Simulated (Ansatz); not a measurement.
Input:

```xyz
6
Lattice="3.2995 0.0000 0.0000 -1.6498 2.8575 0.0000 0.0000 0.0000 13.1475" Properties=species:S:1:pos:R:3 pbc="T T T"
W      0.0000     1.9050     3.2869
W      1.6498     0.9525     9.8606
Se     0.0000     1.9050     8.1976
Se     1.6498     0.9525     1.6239
Se     1.6498     0.9525     4.9498
Se     0.0000     1.9050    11.5236
```

No spin polarisation.

0.248 holes added to each cell, a density of 2.0×10^21 cm⁻³, with a uniform compensating background at fixed cell and a 300 K Fermi–Dirac width.

Level of theory: Ansatz (a quantum-chemistry and plane-wave program) r2SCAN+rVV10, without spin-orbit coupling, earlier PAW set. Settings: 16×16×4 k-points, 0.0259 eV Fermi–Dirac smearing.

**Question.** Predict the gap between the host's bands, gap character and Fermi level from band edge.

**Answer.** 
- Gap between the host's bands: 1.14 eV
- Gap character: indirect, Γ → K–Γ (47 % along)
- Fermi level relative to the doped band's edge (positive inside the band; to 0.05 eV): +0.45 eV

Charged cell with a jellium background: band edges are those of the host's band count, energies are not comparable with the neutral cell, and many-body gap narrowing is missing. Spin-orbit coupling, missing from the scalar runs, can matter with W. No phonon test of stability was made. The cell was made from WSe2 in the 2H-MoS2 type structure (space group P6_3/mmc, No. 194; layered, stacked along the Cartesian z axis) by this change: holes 2.0×10^21 cm⁻³.
